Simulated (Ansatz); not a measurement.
## Computed paths: Zr vacancy in rock-salt ZrN, neutral cell

System: Zr vacancy in rock-salt ZrN (neutral cell). Method: PBE, PAW (plane waves to 420 eV; Ansatz, an electronic-structure program).

64-site cell at the relaxed PBE lattice, a 3×3×3 k-point mesh shifted by half a step, smearing 0.10 eV, spin-restricted, no finite-size correction. Static, classical nuclei. Forms of the defect that were not tried may lie lower.

Barriers: single points on a 4×4×4 k-point mesh shifted by half a step at the bands' geometries.

```tsv
Route	Start site over the lowest site run (eV)	Hop (Å)	Forward barrier (eV)	Backward barrier (eV)	Neighbours at the start	Neighbours at the saddle	Saddle order	Forward, on the band's own sampling (eV)
one Zr atom jumps into the vacancy from a nearby Zr site	0.00	3.10	4.32	4.32	2 N at 2.25, 2 N at 2.29, 2 N at 2.35 Å	2 N at 2.01, 2 N at 2.31 Å	not checked, on a symmetry element	4.28
```

Paths come from nudged elastic bands with a climbing image.  A band can be held on a symmetry element, so unchecked saddle points there may be too high.

The whole set of runs took very roughly 10 core-hours.
